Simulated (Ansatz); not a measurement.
# Li in the bcc (W type) structure (space group Im-3m, No. 229)

```
Li
1.0
   -1.71726     1.71726     1.71726
    1.71726    -1.71726     1.71726
    1.71726     1.71726    -1.71726
Li
1
Cartesian
  0.00000   0.00000   0.00000
```

Computed with PBEsol in Ansatz (plane waves to 420 eV, PAW, no spin-orbit coupling), earlier PAW set. Settings: 19×19×19 k-points, 0.05 eV Fermi–Dirac smearing.

```yaml
volume_per_atom: 20.26 Å³
density: 0.57 g/cm³
band_gap: zero
total_energy: -202.997 eV/atom (σ→0; compares only within this code and set-up)
```

Stability against distortions was not tested.

Ansatz is a program for electronic structure.
